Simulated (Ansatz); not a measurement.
For ScAg₂ (I4/mmm, No. 139; structure not from a measured cell), PBEsol in Ansatz (PAW) gives:

- lattice constant a = 3.504 Å
- lattice parameter c = 8.809 Å

Question: What does r²SCAN (Ansatz, a first-principles code, plane waves, PAW) give for the same quantities?

Answer: 
- lattice constant a: 3.534 Å (grows by 0.9 %)
- lattice parameter c: 8.916 Å (goes up by 1.2 %)

Changes are worked out from the printed values.

Unless a cell is named, each level is at its own relaxed cell (PBEsol 18.02, r²SCAN 18.56 Å³/atom).

Caveats: the relaxation could not lower the start's symmetry, so the cell can be a saddle point above a distorted one (PBEsol, r²SCAN). Ansatz's density-functional and Hartree–Fock values are scalar-relativistic unless marked +SOC, with PAW data made under PBE.
